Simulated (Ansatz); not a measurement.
Hg (R-3m, No. 166, 1 atoms in the cell), treated with rVV10 (PAW; Ansatz, an electronic-structure program).

Run with plane-wave cutoff 520 eV, 20×20×20 k mesh, Fermi–Dirac smearing 0.05 eV, scalar-relativistic PAW data made under PBE.

Cell (relaxed at this level):

```cif
data_Hg3
_chemical_formula_sum 'Hg3'
_space_group_name_H-M_alt 'R-3m :H'
_space_group_IT_number 166
_space_group_name_Hall '-R 3 2"'
_cell_length_a 4.15266
_cell_length_b 4.15266
_cell_length_c 5.81723
_cell_angle_alpha 90.000
_cell_angle_beta 90.000
_cell_angle_gamma 120.000
loop_
_atom_site_label
_atom_site_type_symbol
_atom_site_symmetry_multiplicity
_atom_site_Wyckoff_symbol
_atom_site_fract_x
_atom_site_fract_y
_atom_site_fract_z
_atom_site_occupancy
Hg1 Hg 3 a 0.00000 0.00000 0.00000 1
```
(The calculation used a cell of 1 atom; values per cell refer to that cell.)

Question: Estimate the bulk modulus that the calculation returns.

Answer: 
- bulk modulus: 21.1 GPa

The run finds no gap.

Note: the relaxation could not lower the start's symmetry, so the cell can be a saddle point above a distorted one; the bulk modulus comes from volumes at which shape and atoms were relaxed.

Spin–orbit coupling is not included; it can shift volumes and moduli of such heavy elements.

The result took about 14 core-minutes (a rough figure).
